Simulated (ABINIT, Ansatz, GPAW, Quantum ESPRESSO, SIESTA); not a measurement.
YTe (Fm-3m, 2 atoms in the cell) computed with different codes at matched settings

Self-consistent single point.

```yaml
crystal:
  lattice:
    - [0.00000, 3.08034, 3.08034]
    - [3.08034, 0.00000, 3.08034]
    - [3.08034, 3.08034, 0.00000]
  atoms:
    - { symbol: Y, position: [0.00000, 0.00000, 0.00000] }
    - { symbol: Te, position: [0.50000, 0.50000, 0.50000] }
```

Shared settings, as Ansatz (a program for electronic structure) writes them: kpoints.mp_grid.grid = 3 3 3; scf.occupations.method = fermi_dirac; scf.occupations.width = 0.1 eV. Potentials and cutoffs stand in the table.

```
code                                                                                                                                      model  pressure (GPa)       cutoff
----------------  -----------------------------------------------------------------------------------------------------------------------------  --------------  -----------
ABINIT                                                           PBEsol, norm-conserving pseudopotentials (PseudoDojo nc-sr-04 PBEsol standard)           -2.02        41 Ha
Quantum ESPRESSO                                                                                   PBEsol, PSlibrary PAW (PBE) pseudopotentials           -1.95        45 Ry
SIESTA            GGA PBEsol, numerical atomic orbitals DZP, PseudoDojo PBEsol standard norm-conserving potentials (rewritten from UPF to PSML)           -1.93  grid 400 Ry
GPAW                                                                                      PBEsol, GPAW PAW datasets PBEsol (made by gpaw-setup)           -2.29       550 eV
Ansatz                                                                                                          PBEsol, PAW files made with PBE           -2.01      default
```

On Ansatz's run: spin-orbit coupling is off.

The spread over the programs that give each value: pressure within 0.36 GPa.

SIESTA uses small atom-centred bases, whose incompleteness enters pressures, forces and empty levels differently from a plane-wave cutoff. Ansatz's pressure is given at a fixed set of plane waves, as the other plane-wave codes print theirs.

On the base mesh (12 12 12) the same programs gave: Ansatz pressure -2.45 GPa; Quantum ESPRESSO pressure -2.41 GPa; ABINIT pressure -2.47 GPa; GPAW pressure -2.73 GPa; SIESTA pressure -2.60 GPa.

The values differ from the base mesh's, so the mesh still matters here: the table compares the programs at equal settings.

The starting cell comes from a database of computed structures (which also holds hypothetical and non-ambient phases and stackings), without a prior relaxation at this level.

Left out of this page: FLEUR (not drawn, or without a comparable value).

Keys are those of Ansatz 0.2.
